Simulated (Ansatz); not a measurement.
Base system: PdGe in the rock salt structure (space group Fm-3m, No. 225; a = 5.2145 Å; a hypothetical phase, not in the database extracts checked). Axes: x, y, z lie along the cube axes.

(Cell as relaxed with PBE.)

Levels (all Ansatz, a program for electronic structure, PAW): PBE (420 eV, no SOC); r2SCAN (500 eV, no SOC).

Each level relaxes its own structure.

```
base                      PBE    r2SCAN
-------------------  --------  --------
volume per atom      17.72 Å³  17.23 Å³
lattice parameter a   5.215 Å   5.166 Å
band gap                 zero      zero
```

Now apply this change: a free-standing slab of 2 layers (4 atoms, 2 a layer) is cut normal to the z axis, with 15 Å of vacuum and the in-plane cell held at bulk.

| quantity | PBE | r2SCAN |
|---|---|---|
| excess energy per area of both faces (slab less bulk energy over the cell's area: twice a surface energy) (uncertain by up to 0.05 J/m²) | 0.54 J/m² | 0.71 J/m² |
| shortest interatomic distance | 2.524 Å | 2.495 Å |
| band gap | zero | zero |

PBE's excess energy per area of both faces lies 0.17 J/m² below r2SCAN's; PBE's shortest interatomic distance lies 0.029 Å above r2SCAN's (1.2 %); the two agree on the band gap. Neither level is exact; r2SCAN is the comparison here, not a measurement.

The excess energy carries the mismatch between the slab's and the bulk's meshes. Whether these cells are dynamically stable was not tested. The final runs are not spin-polarised.
